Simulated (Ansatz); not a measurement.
The parent structure is Cu2O (space group Pn-3m, No. 224).

```
CELL_PARAMETERS angstrom
      4.24572     0.00000     0.00000
      0.00000     4.24572     0.00000
      0.00000     0.00000     4.24572
ATOMIC_POSITIONS crystal
  Cu 0.75000 0.75000 0.75000
  Cu 0.75000 0.25000 0.25000
  Cu 0.25000 0.75000 0.25000
  Cu 0.25000 0.25000 0.75000
  O  0.00000 0.00000 0.00000
  O  0.50000 0.50000 0.50000
```

Levels (all Ansatz, an electronic-structure program, PAW): r2SCAN (500 eV, no spin-orbit coupling); HSE06 (420 eV, no spin-orbit coupling).

Its gap is 0.79 eV with r2SCAN and 2.03 eV with HSE06.

One thing is altered: a hydrostatic pressure of 4.2 GPa.

With r2SCAN the gap becomes 0.87 eV.

**Question.** If the HSE06 correction stayed the same, what would the HSE06 gap be, and what does the HSE06 run give?

**Answer.** A rigid correction of +1.24 eV gives 2.11 eV. The HSE06 run gives 2.12 eV, so the two effects roughly add.

Single points use the geometry relaxed with r2SCAN. Load acts through the strain it causes; cell and atoms are relaxed under it. Stability against distortions was not tested. No Hubbard U is applied. All final runs are without spin polarisation.
